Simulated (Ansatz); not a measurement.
The starting structures come from a database of crystals and need not be the phases stable at ambient conditions.

 Where the default PAW files enter, the runs use the earlier of Ansatz's two default sets.

Tunnelling through a barrier is set by its complex band structure: the current falls as exp(−2κd) with the smallest κ.

Data:

```
CELL_PARAMETERS angstrom
      7.06356     0.00000     0.00000
      0.00000    10.04182     0.00000
      0.00000     0.00000     7.13449
ATOMIC_POSITIONS crystal
  Ba 0.99125 0.25000 0.04303
  Ba 0.00875 0.75000 0.95697
  Ba 0.49125 0.75000 0.45697
  Ba 0.50875 0.25000 0.54303
  Zr 0.50000 0.00000 0.00000
  Zr 0.00000 0.00000 0.50000
  Zr 0.00000 0.50000 0.50000
  Zr 0.50000 0.50000 0.00000
  S  0.43910 0.25000 0.99416
  S  0.56090 0.75000 0.00584
  S  0.93910 0.75000 0.50584
  S  0.06090 0.25000 0.49416
  S  0.21338 0.96818 0.21326
  S  0.78662 0.03182 0.78674
  S  0.71338 0.03182 0.28674
  S  0.28662 0.96818 0.71326
  S  0.28662 0.53182 0.71326
  S  0.71338 0.46818 0.28674
  S  0.78662 0.46818 0.78674
  S  0.21338 0.53182 0.21326
```

Space group of this cell: Pnma. The cell is taken as given; by PBEsol its mean pressure is -2.9 GPa.

Transport runs along the normal of the first two printed cell vectors.

The gap is the functional's own, uncorrected, and κ follows it; spin-orbit coupling is left out. Mid-gap values are interpolated between the computed energies.

Question: Predict the band gap and the smallest decay constant κ at mid-gap from Ansatz (a quantum-chemistry and plane-wave program) with PBEsol.

Answer: Gap 0.95 eV on a 4×4×4 mesh; κ = 0.114 1/Å, at the zone centre.
